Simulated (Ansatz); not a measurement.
Effective masses and thermopower of ZnS (F-43m)

Here is the system:

```
CELL_PARAMETERS angstrom
      0.00000     2.60458     2.60458
      2.60458     0.00000     2.60458
      2.60458     2.60458     0.00000
ATOMIC_POSITIONS crystal
  Zn 0.00000 0.00000 0.00000
  S  0.25000 0.25000 0.25000
```

Level of theory: r2SCAN with spin-orbit coupling, rigid bands (plane waves, PAW; Ansatz, an electronic-structure program). Condition of this run: hydrostatic pressure 10 GPa (the target of the relaxation). Cell: cell and atoms relaxed with r2SCAN, then loaded as said.

The band gap is 3.16 eV, the electron conductivity mass (300 K, dilute) is 0.22 mₑ and the hole conductivity mass (300 K, dilute) is 0.77 mₑ. The effective density of states N_c (300 K) is 2.5e18 cm⁻³, the effective density of states N_v (300 K) is 4.7e19 cm⁻³ and the density-of-states mass, electrons is 0.22 mₑ. The density-of-states mass, holes comes out as 1.53 mₑ and the Seebeck coefficient, n-type 1e19 cm⁻³, 300 K comes out as -124 μV/K. The best n-type power factor at 300 K for τ = 10 fs (best axis; densities from 1e16 to 1e21 cm⁻³ tried, whether or not they can be reached) comes out as 7.4 μW/(cm·K²) at 3e20 cm⁻³ and the Seebeck coefficient, p-type 1e19 cm⁻³, 300 K is 376 μV/K. The best p-type power factor at 300 K for τ = 10 fs (best axis; densities from 1e16 to 1e21 cm⁻³ tried, whether or not they can be reached) comes out as 16.6 μW/(cm·K²) at 3e20 cm⁻³.

Rigid bands; masses and Seebeck coefficients take one relaxation time τ for all states and one kind of carrier; polarons and phonon drag are left out.
